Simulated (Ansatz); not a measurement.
Take ScCuO₂ (space group P6_3/mmc, No. 194; a = 3.203 Å, c = 11.284 Å) as the base. Axes: x lies along a and z along c of the hexagonal cell.

Computed with plane-wave PAW DFT at the PBEsol level (Ansatz, an electronic-structure program, 420 eV), spin-orbit coupling left out.

Strains are applied to the cell and any free atomic positions relax; under biaxial strain the out-of-plane vector relaxes too.

One change was made to it. Results:

```tsv
quantity	base	after
band gap	2.33 eV	2.24 eV
width of the top valence band	0.60 eV	0.68 eV
gap character	direct at M	direct at M
```

### Question
Which of these changes matches the shifts?
(A) biaxial strain −3.00 %, plane normal [001], relaxed out of plane
(B) biaxial strain −2.25 %, plane normal [001], relaxed out of plane
(C) biaxial strain −0.75 %, plane normal [001], relaxed out of plane

### Answer
B, biaxial strain −2.25 %, plane normal [001], relaxed out of plane. For comparison, the band gap in the other runs: biaxial strain −0.75 %, plane normal [001], relaxed out of plane gives 2.30 eV; biaxial strain −3.00 %, plane normal [001], relaxed out of plane gives 2.20 eV.

Whether these cells are dynamically stable was not tested. No Hubbard U is applied. The final runs are not spin-polarised.
